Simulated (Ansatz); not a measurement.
Pt on the 1x1 (10-10) surface of wurtzite GaN (cut with top plane Ga + N), one in a 2x1 cell, energies for each (33.7 Å²). Energies are against an atom of fcc Pt, without zero-point or thermal terms; each row is named by its start (#2, #3: further inequivalent places of a kind). No converged result for: 2 more starts.

Host crystal: wurtzite GaN, with a band gap (PBE, scalar-relativistic without spin-orbit coupling).

All values below come from PBE (plane waves to 420 eV, PAW; Ansatz, a quantum-chemistry and plane-wave program).

Slab: 33 atoms, 9.3 Å thick at the start under the adsorbate (thin: gaps and levels are the slab's own); k 3x4x1, smearing 0.01 eV, dipole-corrected; 16 atoms held, the rest relaxed; each run with such symmetry as its start has; spin-polarised, no spin-orbit, no U, no dispersion correction.

A negative adsorption energy means that the adsorbate is more stable on the surface than in its reference. Starts that drift may end in the same place. Heights count from the host atoms within 0.3 Å of the top one. Moments of ungapped slabs depend on the mesh.

```
starting site     E_ads (eV)  height (Å)  nearest host atom (Å)   bonded to  change of the vacuum step (eV)  lateral drift (Å)  moment (μB)
----------------  ----------  ----------  ---------------------  ----------  ------------------------------  -----------------  -----------
top N                   1.95        1.92                 N 1.98      Ga + N                           -0.32                0.5          0.0
top Ga                  1.95        1.91                 N 1.98      Ga + N                           -0.32                1.3          0.0
top Ga #2               2.67        1.60                 N 2.32  3 Ga + 2 N                           -0.10                1.3          0.2
hollow Ga-Ga-N-N        1.95        1.91                 N 1.98      Ga + N                           -0.31                1.5          0.0
```
